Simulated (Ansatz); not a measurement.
Amorphous Si24O50Ti, 75 atoms at 2.24 g/cm³, one PBE-relaxed geometry, zone centre. Methods: PBE, scalar-relativistic without spin-orbit coupling (Ansatz, a program for electronic structure); r2SCAN, scalar-relativistic without spin-orbit coupling (Ansatz); HSE06, scalar-relativistic without spin-orbit coupling (Ansatz). Plane waves to 420 eV (r2SCAN 500 eV); exact exchange is cut at the cell's faces. At PBE the levels at both edges of the gap are localised (band-tail or defect states), and the nearest spread-out levels lie 5.0 eV apart at the zone centre. All rungs ran without spin polarisation.

Preparation: random packing, a CHGNet melt and quench, and a DFT relaxation. O atoms were pushed apart under 1.9 Å during the dynamics, to hinder bonds among them. The hot cell started wider than the set density and was brought back towards it in steps. It is the lowest in DFT energy of 2 quenches. It is a model cell: composition and starting density were chosen by hand, and all elements were melted together. No dispersion term was used. Its density started from a set value of 2.24 and ended at 2.24 g/cm³. The quench (nominally 400 K/ps over its main leg) was far faster than any real one, so the model tends to hold more defects than a real film. A cell of this size samples the disorder only roughly. The volume was held where the preparation left it and the shape relaxed, at a PBE pressure of 0.3 GPa.

The relaxation ran on the zone centre alone. At PBE the gap between localised states is 3.07 eV on a 2×2×2 Γ-centred mesh, and the spacing at the zone centre alone 3.07 eV.

Problem. What zone-centre spacing does r2SCAN give, roughly?

Solution. 3.49 eV (+0.42 eV against PBE).

Problem. What zone-centre spacing does HSE06 give, roughly?

Solution. 4.90 eV (+1.83 eV against PBE).

The highest filled and the lowest empty state spread over these numbers of atoms (participation numbers): PBE: 5.4 and 1.7; r2SCAN: 5.3 and 1.7; HSE06: 5.3 and 1.7.
